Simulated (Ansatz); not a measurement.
wurtzite AlN: the defect C on the N site + Si on the Al site

Calculation: HSE06, PAW (plane waves to 420 eV; Ansatz, a quantum-chemistry and plane-wave program). Set-up: 96-site cell; lattice scaled to a tabulated measured volume, 10.45 Å³ a site; 2×2×2 shifted k-points; start: the N site; Al 1.90 Å away, along c; not converged in cell size; relaxed from one start, so a lower configuration may exist; atoms relaxed at one k-point.

Neighbours after relaxation, in Å: of the C atom: Si 1.79, Al 1.92, Al 1.92, Al 1.93, N 2.96, N 2.96, N 2.96; of the Si atom: C 1.79, N 1.81, N 1.81, N 1.81.

The name describes the start; the neighbours show where the atoms ended.

```json
[
 {"charge": "0", "moment (μB)": "not spin-polarised", "largest move off a lattice site (Å)": "0.10"}
]
```
